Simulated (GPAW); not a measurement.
Input and output of a self-consistent single point for WC (P-6m2, 2 atoms in the cell) (GPAW)

Method of the run: PBE, GPAW PAW datasets PBE (gpaw-data 1.0.1) (plane waves; GPAW).

Input as run:

```python
from ase import Atoms
from ase.units import GPa
from gpaw import GPAW, PW, FermiDirac

atoms = Atoms(['W', 'C'],
              cell=[[2.907549, 0.000000, 0.000000],
                    [-1.453774, 2.518011, 0.000000],
                    [0.000000, 0.000000, 2.830638]],
              scaled_positions=[[0.000000, 0.000000, 0.000000],
                                [0.666667, 0.333333, 0.500000]],
              pbc=True)

calc = GPAW(mode=PW(900),
            xc='PBE',
            kpts={'size': (13, 13, 12), 'gamma': True},
            occupations=FermiDirac(0.136),
            nbands=-10,
            convergence={'density': 1e-05, 'energy': 1e-05},
            symmetry={'symmorphic': False, 'tolerance': 0.0005},
            maxiter=100,
            txt='-')

atoms.calc = calc

energy = atoms.get_potential_energy()
print('Energy (eV):', round(energy, 6))
forces = atoms.get_forces()
print('Forces (eV/Ang):')
print(forces.round(5))
stress = atoms.get_stress()
print('Stress (GPa, Voigt):', (stress / GPa).round(4))
```

Output, abridged:

```
Input parameters:
  convergence: {density: 1e-05,
                energy: 1e-05}
  kpts: {gamma: True,
         size: (13, 13, 12)}
  maxiter: 100
  mode: {ecut: 900.0000000000001,
         name: pw}
  nbands: -10
  occupations: {fixmagmom: False,
                name: fermi-dirac,
                width: 0.136}
  symmetry: {symmorphic: False,
             tolerance: 0.0005}
  xc: PBE

species:
  W:
    name: Tungsten
    Z: 74.0
    valence: 14
    core: 60
    charge: 0.0
    file: W.PBE.gz

    # Using partial waves for W as LCAO basis

  C:
    name: Carbon
    Z: 6.0
    valence: 4
    core: 2
    charge: 0.0
    file: C.PBE.gz

    # Using partial waves for C as LCAO basis

Reference energy: -439799.299771  # eV

Spin-paired calculation

Convergence criteria:
 Maximum [total energy] change in last 3 cyles: 1e-05 eV / valence electron
 Maximum integral of absolute [dens]ity change: 1e-05 electrons / valence electron
 Maximum integral of absolute [eigenst]ate change: 4e-08 eV^2 / valence electron
 Maximum number of scf [iter]ations: 100

Symmetries present (total): 12
Symmetries with fractional translations: 0
2028 k-points: 13 x 13 x 12 Monkhorst-Pack grid + [0.000000,0.000000,1/24]
147 k-points in the irreducible part of the Brillouin zone
       k-points in crystal coordinates                weights
   0:     0.00000000    0.00000000   -0.00000000          1/2028
   1:     0.00000000    0.00000000    0.08333333          2/2028
   2:     0.00000000    0.00000000    0.16666667          2/2028
   [... 7 lines left out ...]
          ...
 146:     0.46153846    0.46153846    0.50000000          6/2028

Wave functions: Plane wave expansion
  Cutoff energy: 900.000 eV
  Number of coefficients (min, max): 1249, 1310
  Pulay-stress correction: 0.000000 eV/Ang^3 (de/decut=0.000000)

Occupation numbers: Fermi-Dirac:
  width: 0.1360  # eV

Eigensolver

Densities:
  Coarse grid: 21*21*20 grid
  Fine grid: 42*42*40 grid
  Total Charge: 0.000000

Density mixing:
  Method: separate
  Backend: pulay
  Linear mixing parameter: 0.05
  old densities: 5
  Damping of long wavelength oscillations: 50

Hamiltonian:
  XC and Coulomb potentials evaluated on a 42*42*40 grid
  External potential:
    NoExternalPotential

XC parameters: PBE with 2 nearest neighbor stencil

Number of atoms: 2
Number of atomic orbitals: 17
Number of bands in calculation: 19
Number of valence electrons: 18
Bands to converge: occupied

Density initialized from atomic densities
  17 bands from LCAO basis set
  2 bands from random numbers

Atomic positions and initial magnetic moments

Positions:
   0 W      0.000000    0.000000    0.000000    ( 0.0000,  0.0000,  0.0000)
   1 C      1.453776    0.839336    1.415319    ( 0.0000,  0.0000,  0.0000)

Unit cell:
           periodic     x           y           z      points  spacing
  1. axis:    yes    2.907549    0.000000    0.000000    21     0.1199
  2. axis:    yes   -1.453774    2.518011    0.000000    21     0.1199
  3. axis:    yes    0.000000    0.000000    2.830638    20     0.1415

  Lengths:   2.907549   2.907548   2.830638
  Angles:   90.000000  90.000000 119.999994

Effective grid spacing dv^(1/3) = 0.1329

     iter     time        total  log10-change:
                         energy   eigst   dens
iter:   1 --:--:--   -22.661376
iter:   2 --:--:--   -22.186348   -2.30  -1.01
iter:   3 --:--:--   -21.094924   -1.73  -1.07
iter:   4 --:--:--   -21.120677   -3.47  -1.51
iter:   5 --:--:--   -21.121429   -2.77  -1.58
iter:   6 --:--:--   -21.120660   -5.40  -2.60
iter:   7 --:--:--   -21.119770   -4.17  -2.74
iter:   8 --:--:--   -21.119631   -5.83  -3.23
iter:   9 --:--:--   -21.119640c  -6.92  -3.47
iter:  10 --:--:--   -21.119619c  -6.26  -3.56
iter:  11 --:--:--   -21.119618c  -7.90c -4.31
iter:  12 --:--:--   -21.119617c  -8.00c -4.36
iter:  13 --:--:--   -21.119617c  -8.56c -4.77
iter:  14 --:--:--   -21.119617c  -9.66c -5.22c

Converged after 14 iterations.

Dipole moment: (0.694728, -0.401102, -0.000000) |e|*Ang

Energy contributions relative to reference atoms: (reference = -439799.299771)

Kinetic:        +17.500961
Potential:      -19.113584
External:        +0.000000
XC:             -19.557603
Entropy (-ST):   -0.018592
Local:           +0.059905
SIC:             +0.000000
--------------------------
Free energy:    -21.128913
Extrapolated:   -21.119617

Showing only first 2 kpts
 Kpt  Band  Eigenvalues  Occupancy
  0     7     10.81873    2.00000
  0     8     14.27567    0.71848
  0     9     17.41194    0.00000
  0    10     17.41195    0.00000

  1     7     10.89579    2.00000
  1     8     14.25241    0.79896
  1     9     16.83294    0.00000
  1    10     16.83296    0.00000

Fermi level: 14.19697

No gap
No difference between direct/indirect transitions
Energy (eV): -21.119617

Forces in eV/Ang:
  0 W    -0.00000    0.00000    0.00000
  1 C    -0.00000    0.00000    0.00000

Stress tensor:
    -0.035130     0.000000     0.000000
     0.000000    -0.035130     0.000000
     0.000000     0.000000    -0.043380
Stress (GPa, Voigt): [-5.6285 -5.6285 -6.9502  0.      0.      0.    ]
```

The run converged in 14 iterations. GPAW prints stress with tension positive.

At such cutoffs GPAW's stress carries a finite-basis (Pulay) error, which enters relaxed cells too; its log prints stress with tension positive.

The starting cell comes from a database of computed structures (which also holds hypothetical and non-ambient phases and stackings), without a prior relaxation at this level. Its lattice was rescaled by a random factor within 2.5 % of one. Spin-orbit coupling is off. Spin polarisation is off.

Cost on one core of a shared machine: roughly 2 min.
